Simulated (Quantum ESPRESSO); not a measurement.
# Convergence series on In3Sb (Pm-3m, 4 atoms in the cell)

```
In3Sb
1.0
    4.83696     0.00000     0.00000
    0.00000     4.83696     0.00000
    0.00000     0.00000     4.83696
In Sb
3 1
Direct
  0.50000   0.50000   0.00000
  0.00000   0.50000   0.50000
  0.50000   0.00000   0.50000
  0.00000   0.00000   0.00000
```

Level of theory: PBEsol, GBRV 1.5 ultrasoft (PBESOL) pseudopotentials (plane waves; Quantum ESPRESSO).

The starting cell comes from a database of computed structures (which also holds hypothetical and non-ambient phases and stackings), without a prior relaxation at this level. In the base run, with a pressure of about -3 GPa the cell is away from its equilibrium volume at this level. The run gives no clean gap (levels at the Fermi energy touch, overlap or are partly filled at this smearing), which alone does not show that the compound is a metal.

Held fixed: ecutwfc = 40 Ry; ecutrho = 200 Ry; occupations = smearing; smearing = cold; degauss = 0.0073499 Ry; potentials = {In: in_pbesol_v1.4.uspp.F.UPF, Sb: sb_pbesol_v1.4.uspp.F.UPF}; K_POINTS = automatic 6 6 6 0 0 0; mixing_beta = 0.5.

ΔF is the free energy per atom less that of the last row (1e-13 Ry).

The series runs over conv_thr = 0.0001 Ry; 1e-05 Ry; 1e-07 Ry; 1e-09 Ry; 1e-11 Ry; 1e-13 Ry.

Question: From which setting on does the pressure stay within 0.1 GPa of the last one?

Answer: From conv_thr = 1e-07 Ry on; the one before it is off by 1.2 GPa. The value it settles on is -3.36 GPa at this level of theory and with the other settings as held.

```csv
conv_thr,ΔF (meV/atom),pressure (GPa),iterations
0.0001 Ry,0.01,-2.21,6
1e-05 Ry,0.01,-2.21,6
1e-07 Ry,0.00,-3.35,8
1e-09 Ry,0.00,-3.36,10
1e-11 Ry,0.00,-3.36,12
1e-13 Ry,0.00,-3.36,14
```

Left out of this page: 1 run of the series outside the window shown, repeating another row's setting, or not comparable.
